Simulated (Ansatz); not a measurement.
Functionals compared on Cl on the 1x1 (100) surface of rock-salt MgO (cut with top plane Mg + O), one in a 2x2 cell, started at the site 'bridge Mg-O (span 2.1 Å)', in Ansatz (plane waves, PAW). The structure was relaxed with PBE; the other rows are single points on it, each with its references at the same level. Cutoff 420 eV (500 eV for r2SCAN). The points keep PBE's geometry, so the relaxation of a polaron and the settling of charge on one site are left out.

Host crystal: rock-salt MgO, with a band gap (PBE, scalar-relativistic without spin-orbit coupling).

Set-up: 33 atoms, 6.4 Å thick at the start under the adsorbate (thin: gaps and levels are the slab's own); mesh 3x3x1; 0.01 eV smearing; dipole correction on; 16 atoms held, the rest relaxed; symmetry of the start imposed; spin-polarised, ending with about 1.0 μB a cell; orders that need a larger cell were not tried, no spin-orbit, no U, no dispersion correction. At the end it is bonded to Mg. In PBE it is, or lies within 0.03 eV of, the lowest of the starts that converged. These notes are the PBE run's. RPBE: The program's check for a lower electronic state was not made. r2SCAN: The program's check for a lower electronic state was not made. Adsorption energies are against ½ Cl2(g). A negative adsorption energy means that the adsorbate is more stable on the surface than in its reference.

```csv
functional,adsorption energy (eV),magnetic moment of the cell (μB),rough cost of the single point
PBE,0.16,1.00,–
RPBE,0.22,1.00,about 3 core-minutes (a rough figure)
r2SCAN,…,1.00,roughly 5 core-minutes
```

**Question.** Fill in the missing entries.

**Answer.** 
- r2SCAN, adsorption energy (eV): -0.03

Ansatz is a first-principles code.
